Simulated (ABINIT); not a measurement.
Band structure of GaP (F-43m, 2 atoms in the cell).

```xyz
2
Lattice="0.0000 2.7250 2.7250 2.7250 0.0000 2.7250 2.7250 2.7250 0.0000" Properties=species:S:1:pos:R:3 pbc="T T T"
Ga     0.0000     0.0000     0.0000
P      1.3625     1.3625     1.3625
```

Method: PBE, norm-conserving pseudopotentials (PseudoDojo nc-sr-05 PBE standard) (plane waves; ABINIT).

Settings: pseudos = [Ga.upf, P.upf]; ecut = 40 Ha; ixc = 11; occopt = 3; tsmear = 0.00036749 Ha; ngkpt = 5 5 5; nshiftk = 1; shiftk = 0 0 0; potentials = PseudoDojo nc-sr-05 PBE standard; kptopt = 1; nstep = 80; toldfe1 = 1e-09 Ha; ndtset = 2.

The starting cell has typed, rounded lattice constants, without a prior relaxation at this level.

Problem. Predict the gap along the standard path and the places of the band edges.

Solution. The gap along the path is 1.59 eV, from Γ to a point between Γ and X; the smallest direct gap on it is 1.82 eV. Another conduction valley lies within 0.1 eV, so the order of the valleys is not sure.

Levels in eV from the top of the valence band on the SCF mesh, bands 6 to 13:
| point | 6 | 7 | 8 | 9 | 10 | 11 | 12 | 13 |
|---|---|---|---|---|---|---|---|---|
| Γ | -12.50 | 0.00 | 0.00 | 0.00 | 1.82 | 3.88 | 3.88 | 3.88 |
| X | -9.53 | -6.76 | -2.69 | -2.69 | 1.65 | 1.82 | 10.57 | 10.57 |
| W | -9.44 | -6.56 | -3.58 | -3.42 | 4.70 | 4.86 | 6.10 | 6.15 |
| K | -9.57 | -6.55 | -3.94 | -2.26 | 2.18 | 4.80 | 8.23 | 8.26 |
| L | -10.43 | -6.64 | -1.12 | -1.12 | 1.66 | 4.71 | 4.71 | 8.28 |
| U | -9.57 | -6.55 | -3.94 | -2.26 | 2.18 | 4.80 | 8.23 | 8.26 |
